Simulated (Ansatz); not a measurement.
## Effect of pressure 30 GPa on Au

The reference is Au in the fcc (Cu type) structure (space group Fm-3m, No. 225; a = 4.124 Å).

Perturbation: cell and atoms relaxed at a pressure of 30 GPa.

Computed with r2SCAN in Ansatz (plane waves to 500 eV, PAW, no spin-orbit coupling). Γ-centred 19×19×19 mesh, Fermi–Dirac width 0.05 eV.

```csv
quantity,base,changed,shift
volume per atom,17.54 Å³,15.35 Å³,-2.182 Å³
density,18.65 g/cm³,21.30 g/cm³,+2.65 g/cm³
lattice parameter a,7.793 bohr,7.456 bohr,-0.3377 bohr
shortest interatomic distance,5.511 bohr,5.272 bohr,-0.239 bohr
enthalpy H = E + PV relative to the base's energy,–,+3.05 eV/atom,–
band gap,zero,zero,–
```

Final structure:

```xyz
1
Lattice="0.0000 1.9727 1.9727 1.9727 0.0000 1.9727 1.9727 1.9727 0.0000" Properties=species:S:1:pos:R:3 pbc="T T T"
Au     0.0000     0.0000     0.0000
```

Cost of the whole job for the changed cell (relaxation, final SCF and bands): about 30 core-seconds (a rough figure).

Load acts through the strain it causes; cell and atoms are relaxed under it. Stability against distortions was not tested. Competing high-pressure phases were not computed.

Ansatz is an electronic-structure program.
